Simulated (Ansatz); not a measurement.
The cell is made up: elements placed on another compound's structure type, so the phase may be hypothetical.

Tunnelling through a barrier is set by its complex band structure: the current falls as exp(−2κd) with the smallest κ.

Consider the following.

```
CELL_PARAMETERS angstrom
      5.87468     0.00000     0.00000
      0.00000     8.30805     0.00000
      0.00000     4.15402     4.15402
ATOMIC_POSITIONS crystal
  B  0.50000 0.75000 0.25000
  B  0.00000 0.50000 0.75000
  B  0.00000 0.50000 0.25000
  B  0.50000 0.25000 0.75000
  B  0.25000 0.00000 0.50000
  B  0.75000 0.00000 0.50000
  As 0.00000 0.75000 0.75000
  As 0.50000 0.00000 0.25000
  As 0.50000 0.00000 0.75000
  As 0.00000 0.25000 0.25000
  As 0.25000 0.50000 0.50000
  As 0.75000 0.50000 0.50000
```

Space group of this cell: Pm-3n. The cell was relaxed by PBE-D3(BJ); by r2SCAN its mean pressure is 0.9 GPa.

Transport runs along the normal of the first two printed cell vectors.

No gap correction and no spin-orbit coupling; mid-gap values are interpolated between computed energies.

Give the band gap and the smallest decay constant κ at mid-gap that r2SCAN (Ansatz, a program for electronic structure) yields.

Gap 0.61 eV on a 8×8×8 mesh; κ = 0.117 1/Å, at the zone centre.
